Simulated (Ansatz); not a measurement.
**A computed series for GaAs: response to strain**

Start from GaAs in the zinc blende structure (space group F-43m, No. 216; a = 5.659 Å). Axes: x, y, z lie along the cube axes.

Strains are applied to the cell and any free atomic positions relax.

Level of theory: PBEsol (Ansatz, an electronic-structure program; PAW; 420 eV plane waves; no SOC).

Candidates:
(a) uniaxial strain ε_zz = +1.00 %
(b) uniaxial strain ε_zz = +3.00 %
(c) uniaxial strain ε_zz = −2.50 %
(d) uniaxial strain ε_zz = −1.50 %

Notes on the quantities. energy relative to the base: free energy F.

Question: Order them by energy relative to the base, lowest first.

Answer: (a) uniaxial strain ε_zz = +1.00 % (+0.8 meV/atom), (d) uniaxial strain ε_zz = −1.50 % (+1.8 meV/atom), (c) uniaxial strain ε_zz = −2.50 % (+5.0 meV/atom), (b) uniaxial strain ε_zz = +3.00 % (+6.8 meV/atom)

Whether these cells are dynamically stable was not tested.
